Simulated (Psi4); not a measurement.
Psi4 1.11, BP86/def2-svp: Si(AsH2)(OH)(OMe)2 (CO[Si](O)([AsH2])OC), 16 atoms. The geometry is a generated start, not checked to be a minimum at this level.

```
Quantity                             Result
--------------------------  ---------------
task                                 energy
method                                 bp86
basis                              def2-svp
memory                                 3 GB
maxiter                                 100
keys of the molecule block      symmetry c1
scf_type                       df (default)
e_convergence               1e-06 (default)
d_convergence               1e-06 (default)
dft_radial_points              75 (default)
dft_spherical_points          302 (default)
basis functions                         165
grid points                          340329
```

```xyz
16

C     -1.3479    -1.9034    -0.5741
O     -0.2127    -1.0985    -0.4853
Si    -0.1203     0.2522     0.4501
O      0.2710    -0.1845     1.9810
As    -2.1132     1.3203     0.7849
O      0.9877     1.1939    -0.2713
C      2.2514     0.8088    -0.7463
H     -1.1824    -2.6381    -1.3633
H     -1.5348    -2.4236     0.3704
H     -2.2328    -1.3027    -0.8213
H      1.0034    -0.7706     2.1645
H     -1.4981     2.4248     1.5788
H     -2.0170     2.1667    -0.4519
H      2.1786    -0.1080    -1.3322
H      2.6303     1.6158    -1.3734
H      2.9368     0.6470     0.0897
```

With the defaults (diis = true, scf_initial_accelerator = adiis, damping_percentage = 0, diis_start = 1, guess = auto, which took SAD, level_shift = 0, level_shift_cutoff = 0.01, diis_max_vecs = 10) it converges in 9 SCF iterations. One run each on 2 threads, with these changes:
- scf_initial_accelerator = none
- diis_start = 4
- level_shift = 0.1, level_shift_cutoff = 0.001
- diis_max_vecs = 20
- diis_max_vecs = 6
- diis = false, scf_initial_accelerator = none, damping_percentage = 60
- guess = sadno
- guess = sapgau
- scf_initial_accelerator = ediis

Question: Name the settings that don't reach the solution of the defaults.

Answer: No convergence: diis = false, scf_initial_accelerator = none, damping_percentage = 60 (the run ends without SCF convergence in 100 iterations). The rest reach the solution of the defaults.

```tsv
setting	SCF iterations	end
the defaults	9	same solution
scf_initial_accelerator = none	9	same solution
diis_max_vecs = 20	9	same solution
scf_initial_accelerator = ediis	9	same solution
level_shift = 0.1, level_shift_cutoff = 0.001	10	same solution
diis_max_vecs = 6	10	same solution
guess = sapgau	11	same solution
guess = sadno	13	same solution
diis_start = 4	18	same solution
diis = false, scf_initial_accelerator = none, damping_percentage = 60	100	no convergence
```

1 further run of the study ended by our limits or in an error and is left out.
